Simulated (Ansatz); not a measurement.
An Ansatz (an electronic-structure program) input (PBE/PAW in Ansatz, scalar-relativistic without spin-orbit coupling):

Ansatz 0.2 input:
```yaml
crystal:
  lattice:
    - [-2.9099617357, 2.9099617357, 5.7782359525]
    - [2.9099617357, -2.9099617357, 5.7782359525]
    - [2.9099617357, 2.9099617357, -5.7782359525]
  atoms:
    - { symbol: Cu, position: [0.75, 0.25, 0.5] }
    - { symbol: Cu, position: [0, 0, 0] }
    - { symbol: Ga, position: [0.25, 0.75, 0.5] }
    - { symbol: Ga, position: [0.5, 0.5, 0] }
    - { symbol: Se, position: [0.1188007006, 0.125, 0.4938007006] }
    - { symbol: Se, position: [0.6311992994, 0.625, 0.5061992994] }
    - { symbol: Se, position: [0.375, 0.8811992994, 0.0061992994] }
    - { symbol: Se, position: [0.875, 0.3688007006, 0.9938007006] }
basis: { ecutwfc: 420, ecutrho_ratio: 4, xc_grid: 2, fft_grid_basis: typed }
kpoints: { mp_grid: { grid: [8, 8, 8] } }
hamiltonian:
  xc: pbe
  dispersion: none
  pseudopotentials: { kind: paw }
scf: { occupations: { method: fermi_dirac, width: 0.05 }, convergence: { dr2_threshold: 0.0000000008 } }
relax: { f_tol: 0.005, max_steps: 50 }
output: { forces: true, stress: true }
checkpoint: { write: state.ck, write_every: 1000 }
```

### Question
Which symmetry and how many k-points will the program report, and about how many plane waves at Γ?

### Answer
Space group I-42d (ITA 122) with 8 operations, k-points 59 of 512, and 3827 plane waves at Γ.

### Question
And the final pressure?

### Answer
-3.85 GPa (compression positive).

The cells carry an imposed strain or load. Stability against distortions was not tested. The final runs are not spin-polarised. The cell was made from GaCuSe₂ in the chalcopyrite structure (space group I-42d, No. 122) by this change: isotropic strain +2.61 %.
